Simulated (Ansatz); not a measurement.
**PbSe: element substitutions**

Take PbSe in the rock salt structure (space group Fm-3m, No. 225; a = 6.218 Å) as the base.

Each row replaces one element on all its sites; cell and atoms are relaxed.

Level of theory: Ansatz (a quantum-chemistry and plane-wave program) PBE, scalar-relativistic without spin-orbit coupling.

```csv
case,band gap,shortest interatomic distance
base,0.43 eV,3.109 Å
Se → Te,0.83 eV,3.284 Å
Pb → C,zero,2.300 Å
Pb → Os,zero,2.584 Å
Se → Ir,zero,2.783 Å
```

Spin-orbit coupling, missing from the scalar runs, can matter with Pb and Te. Stability against distortions was not tested. As relaxed here, SeC, OsSe and IrPb are hypothetical phases, not in the database extracts checked. All final runs are without spin polarisation. OsSe has a high density of states at the Fermi level and may be magnetic at this level.
